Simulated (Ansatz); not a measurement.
Worked example: self-consistent single point of BaO (Fm-3m, 2 atoms in the cell) in Ansatz (a quantum-chemistry and plane-wave program).

Method: PBE (plane waves, PAW; Ansatz).

The change in words: lattice scaled by 0.98. Reference geometry:
```xyz
2
Lattice="0.0000 2.7700 2.7700 2.7700 0.0000 2.7700 2.7700 2.7700 0.0000" Properties=species:S:1:pos:R:3 pbc="T T T"
Ba     0.0000     0.0000     0.0000
O      2.7700     2.7700     2.7700
```

Reference input (self-consistent single point, DFT, PBE, plane waves, default PAW files): kpoints.mp_grid.grid = 8 8 8; hamiltonian.xc = pbe; hamiltonian.pseudopotentials = {kind: paw} (the program's default PAW files); scf.occupations.method = fermi_dirac; scf.occupations.width = 0.01 eV. This run's input differs from it in these lines:

```diff
@@ -2,5 +2,5 @@
   lattice:
-    - [0.000000, 2.770000, 2.770000]
-    - [2.770000, 0.000000, 2.770000]
-    - [2.770000, 2.770000, 0.000000]
+    - [0.000000, 2.714600, 2.714600]
+    - [2.714600, 0.000000, 2.714600]
+    - [2.714600, 2.714600, 0.000000]
   atoms:
```

Output, abridged:

```
SCF iter   1: F=—  HF=-6519.483938 eV  |F-HF|=—  |Δ(HF+E_count)|=         —  Δρ=6.66e-4  dr2=8.10e-5  ethr=1.77e-3  ⟨swp⟩=8.7  Hψ=2957  notcnv=0
all-band conjugate gradients solve this SCF's bands
preconditioner: auto → none
SCF iter   2: F=—  HF=-6519.484297 eV  |F-HF|=—  |Δ(HF+E_count)|=   3.60e-4  Δρ=8.60e-4  dr2=3.54e-4  ethr=5.06e-7  ⟨swp⟩=2.2  Hψ=942  notcnv=0
SCF iter   3: F=—  HF=-6519.484284 eV  |F-HF|=—  |Δ(HF+E_count)|=   1.39e-5  Δρ=4.18e-4  dr2=8.62e-5  ethr=5.06e-7  ⟨swp⟩=2.0  Hψ=479  notcnv=0
SCF iter   4: F=—  HF=-6519.484318 eV  |F-HF|=—  |Δ(HF+E_count)|=   3.41e-5  Δρ=1.51e-4  dr2=9.87e-6  ethr=5.06e-7  ⟨swp⟩=2.3  Hψ=592  notcnv=0
SCF iter   5: F=—  HF=-6519.484316 eV  |F-HF|=—  |Δ(HF+E_count)|=   1.44e-6  Δρ=6.93e-5  dr2=2.21e-6  ethr=6.17e-8  ⟨swp⟩=1.0  Hψ=349  notcnv=0
SCF iter   6: F=—  HF=-6519.484316 eV  |F-HF|=—  |Δ(HF+E_count)|=   3.56e-7  Δρ=2.26e-5  dr2=2.57e-7  ethr=1.38e-8  ⟨swp⟩=2.0  Hψ=398  notcnv=0
SCF iter   7: F=-6519.484316 eV  HF=-6519.484316 eV  |F-HF|=1.03e-8  |Δ(HF+E_count)|=   4.32e-8  Δρ=4.81e-6  dr2=1.18e-8  ethr=6.25e-10  ⟨swp⟩=4.1  Hψ=1168  notcnv=0
SCF 1 converged in 7 iterations: F = -6519.484316 eV  dr2 = 1.18e-8
Free energy (F): -6519.484316 eV
Internal energy: -6519.484316 eV  (E = F + TS)
E sigma→0 (E₀):  -6519.484316 eV
Fermi energy:    10.357580 eV
--- Forces (eV/Å), atoms counted from 1 ---
  atom   1  Ba    -0.00000000     0.00000000    -0.00000000
  atom   2  O      0.00000000    -0.00000000     0.00000000
--- Stress (GPa, compression-positive) ---
        6.520846      -0.000000       0.000000
        0.000000       6.520846      -0.000000
       -0.000000      -0.000000       6.520846
  P = ⅓ Tr σ = 6.5208 GPa (65.208 kbar)
  The stress holds the Pulay correction. Without it, at fixed plane waves, as pw.x and ABINIT print it: P = 6.2268 GPa
```

The run converged in 7 iterations. Against the reference run the free energy goes up by 29.5 meV/atom, the pressure goes from 1.31 to 6.52 GPa and the gap on the mesh goes from 2.043 to 1.822 eV.

The starting cell has typed, rounded lattice constants, without a prior relaxation at this level. For this run, on top of that: lattice scaled by 0.98. With a pressure of about 7 GPa the cell is away from its equilibrium volume at this level. Ansatz's pressure includes its estimate of the finite-basis (Pulay) stress.

Keys are those of Ansatz 0.2.
